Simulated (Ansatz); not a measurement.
## MgS under a change: x(Se) = 0.333, 6 atoms, I4/mmm

Base system: MgS in the rock salt structure (space group Fm-3m, No. 225; a = 5.2297 Å).

The other end (x = 1) is MgSe in the rock salt structure (space group Fm-3m, No. 225): 20.89 Å³/atom, gap 1.77 eV.

Now apply this change: a fraction x = 0.333 of the S sites is given to Se, ordered in a cell of 6 atoms (starting symmetry I4/mmm) and fully relaxed.

The values are results of Ansatz (a quantum-chemistry and plane-wave program) PBE, scalar-relativistic without spin-orbit coupling, not measurements. Settings: 12×12×12 k-points, 0.05 eV Fermi–Dirac smearing, for the changed cell.

```json
[
 {"quantity": "density", "base": "2.62 g/cm³", "changed": "3.16 g/cm³", "shift": "+0.54 g/cm³"},
 {"quantity": "shortest interatomic distance", "base": "2.615 Å", "changed": "2.568 Å", "shift": "-0.047 Å"},
 {"quantity": "band gap", "base": "2.76 eV", "changed": "2.38 eV", "shift": "-0.38 eV"},
 {"quantity": "gap character (in this cell's own zone, which can be folded)", "base": "–", "changed": "indirect, Γ → M", "shift": "–"},
 {"quantity": "electron mass", "base": "0.52 mₑ along k, 0.29 mₑ across (at X)", "changed": "0.51 mₑ along k, 0.27 mₑ across (at M)", "shift": "–"},
 {"quantity": "valence-band top at Γ (three highest levels, from the VBM)", "base": "0.00, 0.00, 0.00 eV", "changed": "0.00, 0.00, -0.04 eV", "shift": "–"},
 {"quantity": "mixing energy", "base": "–", "changed": "+15 meV/atom", "shift": "–"},
 {"quantity": "deviation of the volume from the linear (Vegard-type) interpolation", "base": "–", "changed": "+0.1 %", "shift": "–"},
 {"quantity": "bowing parameter b of this ordering, from Eg = [1−x] Eg[0] + x Eg[1] − b x [1−x]", "base": "–", "changed": "0.2 eV", "shift": "–"},
 {"quantity": "mean first-shell distances", "base": "–", "changed": "S–Mg 2.652 Å (end compound 2.615 Å), Se–Mg 2.690 Å (end compound 2.754 Å)", "shift": "–"}
]
```

Final structure:

```
CELL_PARAMETERS angstrom
     -1.88547     1.88547     7.97710
      1.88547    -1.88547     7.97710
      1.88547     1.88547    -7.97710
ATOMIC_POSITIONS crystal
  S  0.83252 0.83252 0.00000
  S  0.16748 0.16748 0.00000
  Se 0.50000 0.50000 0.00000
  Mg 0.67154 0.67154 0.00000
  Mg 0.00000 0.00000 0.00000
  Mg 0.32846 0.32846 0.00000
```

Cost of the whole job for the changed cell (relaxation, final SCF and bands): very roughly 3 core-minutes.

These are small ordered cells, not random alloys; other orderings at the same x differ. Masses are band curvatures over ±0.01 Å⁻¹ around the edge. Along k means along the line from Γ to the band edge. Stability against distortions was not tested. Labels are those of the standard path for the cell's own space group.
